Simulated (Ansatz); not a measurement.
Functionals compared on the (100) surface of cubic CsPbBr3 (a phase of room or higher temperature, not the 0 K ground state) in its 1x1 cell (cut with top plane Br + Cs, bottom plane 2 Br + Pb), relaxed from an ideal cut (the real face may reconstruct), with unlike faces, outermost plane spacing 3.00 Å in the ideal cut, in Ansatz (plane waves, PAW). The structure was relaxed with PBE; the other rows are single points on it, each with its references at the same level. Cutoff 420 eV (500 eV for r2SCAN). The surface energy is the mean of two unlike faces. HSE06 used the coarser mesh 3x3x1.

Model: 15-atom slab, Br9Cs3Pb3, 15.0 Å thick at the start, 4x4x1 mesh, Fermi-Dirac 0.025 eV, dipole correction, all atoms relaxed; start symmetry kept, larger cells not searched; no spin, no spin-orbit, no U. These notes are the PBE run's.

A dash marks a value that is undefined for that row or was read on another mesh.

```csv
functional,surface energy (J/m²),gap of the slab on its k-mesh (eV),highest filled level below the top vacuum level (eV),rough cost of the single point
PBE,0.08,2.15,5.03,–
LDA,0.10,2.01,5.28,very roughly 80 core-seconds
PBEsol,0.08,2.06,5.05,around 90 core-seconds (rough)
RPBE,0.06,2.25,4.95,very roughly 90 core-seconds
r2SCAN,0.10,2.54,5.24,about 2.4 core-minutes (a rough figure)
HSE06,0.11,–,–,very roughly 29 core-minutes
```

Ansatz is a first-principles code.
